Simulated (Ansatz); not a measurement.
The reference is BAs in the zinc blende structure (space group F-43m, No. 216; a = 4.732 Å). Axes: x, y, z lie along the cube axes.

Method: LDA (Ansatz, a first-principles code, PAW, scalar-relativistic without spin-orbit coupling).

The change: every lattice vector is shortened by 1.00 %; the atoms relax in the strained cell.

Q: Predict the stress tensor and what it implies for the stiffness.

A: Stress of the strained cell less that of the base (GPa, compression positive):
```
   4.71    0.00    0.00
   0.00    4.71    0.00
   0.00    0.00    4.71
```

Then B = −ΔP/(ΔV/V₀) with ΔV/V₀ = -0.0297 gives secant stiffness values (nonlinear terms included at this strain): B ≈ 159 GPa.

As a check, the harmonic strain energy −½ V₀ Δσ:ε is 5.8 meV/atom; the computed energy rise is 5.6 meV/atom.

Stability against distortions was not tested.
